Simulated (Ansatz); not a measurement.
Cost and result by functional for the adsorption energy of H2O on the 1x1 (0001) surface of hcp Ti, one in a 2x2 cell, started at the site 'bridge Ti-Ti (span 2.9 Å)', in Ansatz (plane waves, PAW). Single points on the PBE structure, on one kind of machine; costs are rough ratios of the slab run's core time (references not counted) to the cheapest single point. r2SCAN's cost holds its higher cutoff (500 against 420 eV). Differences are taken against r2SCAN for comparison alone: no measured value is at hand, so the table doesn't rank accuracy.

Set-up: 19 atoms, 6.8 Å thick at the start under the adsorbate (thin: gaps and levels are the slab's own); mesh 6x6x1; 0.1 eV smearing; dipole correction on; 8 atoms held, the rest relaxed; no symmetry held; no spin, no spin-orbit, no U, no dispersion correction. At the end it is bonded to 2 Ti. In PBE it is, or lies within 0.03 eV of, the lowest of the starts that converged. These notes are the PBE run's. Adsorption energies are against H2O(g). A negative adsorption energy means that the adsorbate is more stable on the surface than in its reference.

| functional | relative cost | adsorption energy (eV) | less r2SCAN (eV) |
|---|---|---|---|
| RPBE | 1 | -0.39 | 0.51 |
| r2SCAN | 2 | -0.91 | 0.00 |
| PBE (the relaxed run's value) | – | -0.67 | 0.24 |

The values span 0.51 eV, while the single points' costs differ by a factor of roughly 2. Differences are of unrounded values.

Ansatz is a first-principles code.
